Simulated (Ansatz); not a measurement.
**What strain tensor (xx, yy, zz, yz, xz, xy) = (+1.61, +1.82, +0.17, −0.36, +1.43, +1.40) % does to Mo**

Start from Mo in the bcc (W type) structure (space group Im-3m, No. 229; a = 3.151 Å; relaxed with 0.1 eV smearing). Axes: x, y, z lie along the cube axes.

Modification: the symmetric strain tensor [0.0161 0.0140 0.0143; 0.0140 0.0182 -0.0036; 0.0143 -0.0036 0.0017]; the atoms relax in the strained cell.

Method: DFT with r2SCAN, PAW potentials and a 500 eV plane-wave cutoff in Ansatz (an electronic-structure program), scalar-relativistic without spin-orbit coupling. Γ-centred 29×29×29 mesh, Fermi–Dirac width 0.1 eV.

The volume per atom increases by 0.56 Å³ to 16.20 Å³ and the shortest interatomic distance shrinks by 0.025 Å, from 2.729 Å to 2.704 Å. The energy increases by 26 meV/atom and the band gap stays zero. The stress (xx, yy, zz, yz, xz, xy; compression positive) amounts to (-9.9, -10.5, -5.6, 0.9, -2.6, -2.7) GPa.

Final structure:

```xyz
1
Lattice="-1.5564 1.5765 1.5500 1.6013 -1.5878 1.6063 1.6004 1.6318 -1.5614" Properties=species:S:1:pos:R:3 pbc="T T T"
Mo     0.0000     0.0000     0.0000
```

Stability against distortions was not tested. The final runs are not spin-polarised.
